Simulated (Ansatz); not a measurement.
The starting structures come from a database of crystals and need not be the phases stable at ambient conditions.

By PBEsol, the system below comes out a metal.

The ballistic (Sharvin) conductance counts the channels at the Fermi level: G/A = (e²/h) × channels of both spins per area.

Input:

```yaml
crystal:
  lattice:
    - [5.16565, 0.00000, 0.00000]
    - [-2.58283, 4.63204, 0.00000]
    - [2.58283, 0.00000, 4.63204]
  atoms:
    - { symbol: Hf, position: [0.34351, 0.18702, 0.50000] }
    - { symbol: Hf, position: [0.65649, 0.81298, 0.50000] }
    - { symbol: Hf, position: [0.84351, 0.50000, 0.81298] }
    - { symbol: Hf, position: [0.15649, 0.50000, 0.18702] }
    - { symbol: Si, position: [0.25000, 0.00000, 0.00000] }
    - { symbol: Si, position: [0.75000, 0.00000, 0.00000] }
```

The cell is taken as given; by PBEsol it stands under a pressure of -2.4 GPa.

The current flows along the normal of the first two printed cell vectors, the (110) plane of the conventional cell. No spin-orbit coupling; the value is a mean over 0.1 eV about the Fermi level.

Task: Give the ballistic conductance per area that PBEsol (Ansatz, a program for electronic structure) yields.

Result: 0.28 × 10¹⁵ S/m² for both spins.
